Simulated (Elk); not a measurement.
Elk run on Ta2N (P-3m1, 3 atoms in the cell): self-consistent single point.

Computed with PBE, all-electron FP-LAPW, Elk's shipped species files, APW+lo basis with extra local orbitals (Elk 10.2.4).

The change in words: lattice scaled by 0.98. Reference geometry:
```xyz
3
Lattice="3.0942 0.0000 0.0000 -1.5471 2.6796 0.0000 0.0000 0.0000 4.8406" Properties=species:S:1:pos:R:3 pbc="T T T"
Ta     1.5471     0.8932     3.6077
Ta     0.0000     1.7864     1.2330
N      0.0000     0.0000     0.0000
```

Reference input (self-consistent single point, DFT, PBE, all-electron FP-LAPW, Elk's shipped species files, APW+lo basis with extra local orbitals): xctype = 20; rgkmax = 7.5; stype = 0; swidth = 0.00499791 Ha; ngridk = 12 12 7; gmaxvr = 16 1/bohr; nxlo = 2; lorbcnd = true; rmtscf = 0.83; lmaxi = 2. This run's input differs from it in these lines:

```diff
@@ -31,8 +31,8 @@
 scale
-  5.84715836
+  5.730214675
 
 avec
-    1.0000000000   -0.0000000772    0.0000000000
-   -0.4999999331    0.8660254424    0.0000000000
-    0.0000000000    0.0000000000    1.5644262392
+    1.0000000000   -0.0000000840    0.0000000000
+   -0.4999999273    0.8660254458    0.0000000000
+    0.0000000000    0.0000000000    1.5644265190
```

Output, abridged:

```
│ Self-consistent loop started │
│ Loop number : 1 │
 total energy                :     -31301.9428800
│ Loop number : 2 │
 total energy                :     -31302.6685481
RMS change in Kohn-Sham potential (target) :    1.261026455     (  0.1000000000E-05)
Absolute change in total energy (target)   :   0.7256681489     (  0.1000000000E-03)
│ Loop number : 3 │
 total energy                :     -31302.1742919
RMS change in Kohn-Sham potential (target) :    1.242897364     (  0.1000000000E-05)
Absolute change in total energy (target)   :   0.3128391915     (  0.1000000000E-03)
│ Loop number : 4 │
   [... lines left out ...]
Absolute change in total energy (target)   :   0.2809430880E-03 (  0.1000000000E-03)
│ Loop number : 16 │
 total energy                :     -31307.3126020
RMS change in Kohn-Sham potential (target) :   0.2995922295E-06 (  0.1000000000E-05)
Absolute change in total energy (target)   :   0.1015465750E-03 (  0.1000000000E-03)
│ Loop number : 17 │
 total energy                :     -31307.3125981
RMS change in Kohn-Sham potential (target) :   0.8516474176E-07 (  0.1000000000E-05)
Absolute change in total energy (target)   :   0.2924277942E-04 (  0.1000000000E-03)
Convergence targets achieved

│ Loop number : 18 │

Energies :
 Fermi                       :     0.593953993495
 total energy                :     -31307.3126004

Density of states at Fermi energy :    30.48064829
 (states/Hartree/unit cell)

Estimated indirect band gap :   0.8567654322E-03
 from k-point      2 to k-point     22
Estimated direct band gap   :   0.2334734001E-02
 at k-point      2

Charges :
 core                        :    94.00000000
 valence                     :    59.00000000
 interstitial                :    6.487876927
 muffin-tins (core leakage)
  species :    1 (Ta)
   atom    1                 :    70.40329409     (  0.7504126515E-05)
   atom    2                 :    70.40329409     (  0.7504126515E-05)
  species :    2 (N)
   atom    1                 :    5.705534896     (  0.4615674799E-05)
 total in muffin-tins        :    146.5121231
 total calculated charge     :    152.9919829
 total charge                :    153.0000000
 error                       :   0.8017105528E-02

│ Self-consistent loop stopped │
```

The run converged in 18 iterations. The count includes the last loop, which Elk runs after its targets are met. Against the reference run the total energy goes up by 74.3 meV/atom.

The starting cell comes from a database of computed structures (which also holds hypothetical and non-ambient phases and stackings), without a prior relaxation at this level. Its lattice was rescaled by a random factor within 2.5 % of one. For this run, on top of that: lattice scaled by 0.98. Spin-orbit coupling is off. Spin polarisation is off. Values depend on the basis (sphere radii, cutoffs, local orbitals), which need not be converged. The log's line on a gap gives a spacing of levels on this mesh, which the program prints for metals too.

Cost on one core of a shared machine: roughly 4 min.
